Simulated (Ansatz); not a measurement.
A periodic model of amorphous Al28O42Ta:

```yaml
crystal:
  lattice:
    - [9.19541, 0.00000, 0.00000]
    - [0.00000, 9.19541, 0.00000]
    - [0.00000, 0.00000, 9.19541]
  atoms:
    - { symbol: Al, position: [0.26770, 0.50996, 0.04694] }
    - { symbol: Al, position: [0.44428, 0.10859, 0.55141] }
    - { symbol: Al, position: [0.03517, 0.26075, 0.96384] }
    - { symbol: Al, position: [0.83397, 0.16188, 0.67405] }
    - { symbol: Al, position: [0.63639, 0.94404, 0.77403] }
    - { symbol: Al, position: [0.88385, 0.13723, 0.20982] }
    - { symbol: Al, position: [0.40574, 0.20351, 0.90964] }
    - { symbol: Al, position: [0.44120, 0.27977, 0.25344] }
    - { symbol: Al, position: [0.18432, 0.06235, 0.13674] }
    - { symbol: Al, position: [0.32138, 0.36139, 0.58958] }
    - { symbol: Al, position: [0.13146, 0.73377, 0.31184] }
    - { symbol: Al, position: [0.73280, 0.68182, 0.53956] }
    - { symbol: Al, position: [0.09972, 0.16205, 0.46857] }
    - { symbol: Al, position: [0.07887, 0.66803, 0.81934] }
    - { symbol: Al, position: [0.92604, 0.49443, 0.15297] }
    - { symbol: Al, position: [0.84794, 0.44584, 0.73425] }
    - { symbol: Al, position: [0.37480, 0.80207, 0.87816] }
    - { symbol: Al, position: [0.27829, 0.68413, 0.56578] }
    - { symbol: Al, position: [0.73983, 0.36648, 0.40888] }
    - { symbol: Al, position: [0.40539, 0.90214, 0.27166] }
    - { symbol: Al, position: [0.13152, 0.93175, 0.63489] }
    - { symbol: Al, position: [0.69928, 0.01010, 0.41345] }
    - { symbol: Al, position: [0.48288, 0.50339, 0.80295] }
    - { symbol: Al, position: [0.66600, 0.34871, 0.04901] }
    - { symbol: Al, position: [0.91043, 0.94008, 0.91921] }
    - { symbol: Al, position: [0.04099, 0.51349, 0.47853] }
    - { symbol: Al, position: [0.49495, 0.60948, 0.30053] }
    - { symbol: Al, position: [0.71809, 0.64872, 0.90055] }
    - { symbol: O, position: [0.91150, 0.43744, 0.33824] }
    - { symbol: O, position: [0.03803, 0.85993, 0.80072] }
    - { symbol: O, position: [0.14206, 0.57715, 0.66244] }
    - { symbol: O, position: [0.80769, 0.17184, 0.38998] }
    - { symbol: O, position: [0.77215, 0.81924, 0.97814] }
    - { symbol: O, position: [0.40743, 0.22898, 0.71140] }
    - { symbol: O, position: [0.11325, 0.80768, 0.48902] }
    - { symbol: O, position: [0.36885, 0.10943, 0.19194] }
    - { symbol: O, position: [0.09196, 0.42958, 0.06163] }
    - { symbol: O, position: [0.30097, 0.82408, 0.70059] }
    - { symbol: O, position: [0.42405, 0.27856, 0.44534] }
    - { symbol: O, position: [0.13949, 0.34262, 0.51987] }
    - { symbol: O, position: [0.63418, 0.55188, 0.42550] }
    - { symbol: O, position: [0.40841, 0.53127, 0.62742] }
    - { symbol: O, position: [0.35425, 0.40900, 0.90900] }
    - { symbol: O, position: [0.74679, 0.99360, 0.21011] }
    - { symbol: O, position: [0.88127, 0.57200, 0.58469] }
    - { symbol: O, position: [0.96233, 0.69752, 0.19889] }
    - { symbol: O, position: [0.53852, 0.77267, 0.19122] }
    - { symbol: O, position: [0.98513, 0.06729, 0.59456] }
    - { symbol: O, position: [0.38393, 0.47441, 0.20349] }
    - { symbol: O, position: [0.64228, 0.05653, 0.60970] }
    - { symbol: O, position: [0.75967, 0.32619, 0.60212] }
    - { symbol: O, position: [0.68354, 0.76166, 0.71056] }
    - { symbol: O, position: [0.73779, 0.55601, 0.09240] }
    - { symbol: O, position: [0.95121, 0.28991, 0.79360] }
    - { symbol: O, position: [0.36961, 0.72563, 0.39557] }
    - { symbol: O, position: [0.86035, 0.29383, 0.08207] }
    - { symbol: O, position: [0.51010, 0.66779, 0.90337] }
    - { symbol: O, position: [0.77066, 0.82579, 0.41895] }
    - { symbol: O, position: [0.25108, 0.06184, 0.54077] }
    - { symbol: O, position: [0.62740, 0.32433, 0.24387] }
    - { symbol: O, position: [0.99168, 0.05430, 0.04867] }
    - { symbol: O, position: [0.07285, 0.14279, 0.28021] }
    - { symbol: O, position: [0.22755, 0.68152, 0.95433] }
    - { symbol: O, position: [0.47285, 0.97437, 0.87979] }
    - { symbol: O, position: [0.50654, 0.99344, 0.40339] }
    - { symbol: O, position: [0.91186, 0.58536, 0.86665] }
    - { symbol: O, position: [0.78802, 0.05238, 0.82921] }
    - { symbol: O, position: [0.67114, 0.46103, 0.83300] }
    - { symbol: O, position: [0.22213, 0.87655, 0.19908] }
    - { symbol: O, position: [0.21400, 0.16422, 0.96401] }
    - { symbol: Ta, position: [0.76445, 0.78079, 0.19673] }
```

Methods: PBE, scalar-relativistic without spin-orbit coupling (Ansatz, a quantum-chemistry and plane-wave program); r2SCAN, scalar-relativistic without spin-orbit coupling (Ansatz); HSE06, scalar-relativistic without spin-orbit coupling (Ansatz). Neutral PBE cell, which sets geometry, pressure and energy: sampling: a 2×2×2 Γ-centred mesh; Fermi-Dirac width 0.02 eV; collinear spin, started from a total moment of 1 μB. The usual formal charges leave 5 electrons over, so the level spacing at the Fermi energy parts defect or band states and needn't be the band gap. In the spin-polarised cell the level spacing at the Fermi energy can part levels of unlike spin. Exact exchange is cut at the faces of this 9 Å cell, which leaves hybrid gaps a finite-size error.

It comes from a melt-quench run on a machine-learned potential (CHGNet), relaxed afterwards by DFT. O atoms were pushed apart under 1.9 Å during the dynamics, to hinder bonds among them. The hot cell started wider than the set density and was brought back towards it in steps. It is the lowest in DFT energy of 2 quenches. It is a model cell: composition and starting density were chosen by hand, and all elements were melted together. No dispersion term was used. Its density started from a set value of 3.44 and ended at 3.44 g/cm³. The quench (nominally 280 K/ps over its main leg) was far faster than any real one, so the model tends to hold more defects than a real film. Values belong to this one cell and scatter from quench to quench. The volume was held where the preparation left it.

Give the pressure, the energy against reference phases and the spacing of the highest filled and lowest empty levels.


- Pressure on a 2×2×2 Γ-centred mesh: 22.7 kbar
- Largest force and stress component on that mesh (the relaxation ran on the zone centre alone): 0.19 eV/Å and 3.8 GPa
- Energy relative to corundum + bcc Ta (lowest mix at this level among the phases computed, not always the ambient ones): 0.232 eV/atom
- Level spacing at the Fermi energy on a 2×2×2 Γ-centred mesh (PBE): 0.72 eV
- Level spacing at the Fermi energy at the zone centre (PBE): 0.78 eV
- Level spacing at the Fermi energy at the zone centre (r2SCAN): 1.28 eV
- Level spacing at the Fermi energy at the zone centre (HSE06): 2.18 eV
- Distance between the nearest levels spread over more than a fifth of the atoms or a third of the atoms of their main element (six at least) (PBE, zone centre): 1.81 eV
- Net moment: 1.00 μB

At PBE and the zone centre, how localised are the states just below and above the Fermi level (participation number: the atoms over which a state spreads)?

The highest filled state is spread over 3.2 atoms' worth, largest on Ta71, with weights by element (charge in smoothed Voronoi cells) Ta 0.54, O 0.37, Al 0.09. The lowest empty state is spread over 3.5 atoms' worth, largest on Ta71, with weights by element (charge in smoothed Voronoi cells) Ta 0.52, O 0.37, Al 0.10.

At PBE the levels at both edges of the gap are localised (band-tail or defect states), and the nearest spread-out levels lie 1.8 eV apart at the zone centre.

Bonds are counted up to Al-Al 2.66 Å, Al-O 2.38 Å, Al-Ta 2.89 Å, O-O 1.58 Å, O-Ta 2.60 Å, Ta-Ta 3.12 Å. Two cations that share two anions don't count as bonded, nor two that share one unless they lie closer than Al-Al 2.59 Å, Al-Ta 2.81 Å, Ta-Ta 3.04 Å.

Added carriers, by PBE, scalar-relativistic without spin-orbit coupling (Ansatz) on the zone centre alone. Charged cells keep the cell fixed and stand in a uniform background, with no image correction, at a width of 0.01 eV; where the count is odd the moment is locked at 1 μB, unless the neutral cell bore moments. Each starts from the undistorted neutral geometry alone. PBE's self-interaction favours spread-out carriers, so it can miss traps that a hybrid finds.

What happens at PBE when the cell takes an extra electron and the atoms relax?

Relaxation lowers the charged cell by 0.57 eV. The largest moves are O33 0.47 Å, Al24 0.46 Å, O53 0.29 Å, Ta71 0.28 Å. Bonds broken: Al24-O53. Bonds formed: Al5-O33. Made neutral again at that geometry, the cell lies +0.91 eV from the neutral start.

What happens at PBE when the cell takes a hole and the atoms relax?

Relaxation lowers the charged cell by 0.71 eV. The largest moves are Al24 0.40 Å, O53 0.22 Å, O44 0.15 Å, O60 0.13 Å. Bonds broken: Al24-O53. Made neutral again at that geometry, the cell lies +0.46 eV from the neutral start.

A PBE run started with 1 μB on atoms that lack a bond or may hold spare charge kept moments, at no lower energy.
